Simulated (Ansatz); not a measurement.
## Co on the 1x1 (101) surface of tetragonal HfO2 (a metastable polymorph) (cut with top plane O), one in a 2x1 cell, started at the site 'hollow Hf-Hf-O-O-O over O at depth 1.8 Å'

Host crystal: tetragonal HfO2, with a band gap (PBE, scalar-relativistic without spin-orbit coupling).

Level of theory: PBE (plane waves to 420 eV, PAW; Ansatz, a first-principles code).

Set-up: 37 atoms, 7.6 Å thick at the start under the adsorbate (thin: gaps and levels are the slab's own); mesh 3x3x1; 0.01 eV smearing; dipole correction on; 16 atoms held, the rest relaxed; symmetry of the start imposed; spin-polarised, ending with about 3.0 μB a cell; orders that need a larger cell were not tried, no spin-orbit, no U, no dispersion correction. At the end it is bonded to 3 Hf + O. In PBE this state lies 0.44 eV over the lowest of the starts that converged ('bridge O-O (span 4.0 Å)', where the adsorbate broke or entered a bond of the host).

- energy of the end state, in which the adsorbate broke or entered a bond of the host, against an atom of hcp Co, ferromagnetic = 361 kJ/mol
- change of the step from the bottom to the top vacuum level, against the clean slab = 0.27 eV
- energy released by relaxation = 0.39 eV
- height of the binding atom over the mean of the host atoms within 0.3 Å of the top one = 1.157 Å
- magnetic moment of the cell = 3.00 μB
- largest move of a host atom = 0.43 Å

A negative adsorption energy means that the adsorbate is more stable on the surface than in its reference.
